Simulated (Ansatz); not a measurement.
## LaCo$_{5}$ (space group P6/mmm, No. 191; ferromagnetic)

```
LaCo5
1.0
    4.93281     0.00000     0.00000
   -2.46641     4.27194     0.00000
    0.00000     0.00000     3.92840
La Co
1 5
Direct
  0.00000   0.00000   0.00000
  0.33333   0.66667   0.00000
  0.66667   0.33333   0.00000
  0.50000   0.00000   0.50000
  0.50000   0.50000   0.50000
  0.00000   0.50000   0.50000
```

The values are results of Ansatz (a first-principles code) PBEsol, spin-orbit coupling left out, not measurements. Γ-centred 11×11×12 mesh, Fermi–Dirac width 0.05 eV.

```yaml
volume_per_atom: 13.80 Å³
density: 8.70 g/cm³
band_gap: zero
magnetic_state: ferromagnetic
total_energy: -5271.024 eV/atom (σ→0; compares only within this code and set-up)
```

Other magnetic orders, which the real material may have, were not ruled out. Whether these cells are dynamically stable was not tested.
